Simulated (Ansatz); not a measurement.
The reference is SrTiO₃ in the cubic perovskite structure (space group Pm-3m, No. 221; a = 3.8911 Å). Axes: x, y, z lie along the cube axes.

Method: DFT with PBEsol, PAW potentials and a 420 eV plane-wave cutoff in Ansatz (a program for electronic structure), no spin-orbit coupling.

Strains are applied to the cell and any free atomic positions relax; under biaxial strain the out-of-plane vector relaxes too; under stress the whole cell relaxes.

One change was made to it. Results:

```json
[
 {"quantity": "smallest direct gap", "base": "2.19 eV", "after": "1.94 eV"},
 {"quantity": "band gap", "base": "1.85 eV", "after": "1.53 eV"},
 {"quantity": "gap character", "base": "indirect, R → Γ", "after": "indirect, R → Γ"}
]
```

Q: Name the change that was made.
A. uniaxial stress, 3 GPa tension along x
B. tensor shear ε_xy = −2.27 %
C. isotropic strain +5.82 %
D. biaxial strain −2.15 %, plane normal [111], relaxed out of plane
E. biaxial strain +1.40 %, plane normal [001], relaxed out of plane

A: C, isotropic strain +5.82 %. For comparison, the band gap in the other runs: tensor shear ε_xy = −2.27 % gives 1.74 eV; biaxial strain −2.15 %, plane normal [111], relaxed out of plane gives 1.82 eV; biaxial strain +1.40 %, plane normal [001], relaxed out of plane gives 1.78 eV; uniaxial stress, 3 GPa tension along x gives 1.81 eV.

Beyond what the load breaks, stability against distortions was not tested. All final runs are without spin polarisation. Many cubic perovskites are stable only at high temperature; tilts and polar distortions were not tested. k-point labels follow each cell's own Brillouin zone.
